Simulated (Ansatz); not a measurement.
Where the default PAW files enter, the runs use the earlier of Ansatz's two default sets.

By PBEsol, the system below comes out a metal.

The ballistic (Sharvin) conductance counts the channels at the Fermi level: G/A = (e²/h) × channels of both spins per area.

Consider the following.

```
TiSi2
1.0
    4.76064     0.00000     0.00000
   -2.36190     4.13341     0.00000
    1.19937     2.06671     4.13501
Ti Si
2 4
Cartesian
  1.19937   2.06671   0.00000
  0.01842   4.13341   2.06751
 -1.20399   3.46144   0.00000
  3.60273   0.67197   0.00000
  2.42178   2.73868   2.06751
  4.73760   1.39474   2.06751
```

Space group of this cell: Fddd. The cell is strained (lengths along the current scaled by 0.97, ions clamped); by PBEsol its mean pressure is 3.9 GPa.

The current flows along the normal of the first two printed cell vectors. No spin-orbit coupling; the value is a mean over 0.1 eV about the Fermi level.

Question: Give the ballistic conductance per area that PBEsol in Ansatz (a first-principles code) yields.

Answer: 0.52 × 10¹⁵ S/m² for both spins.
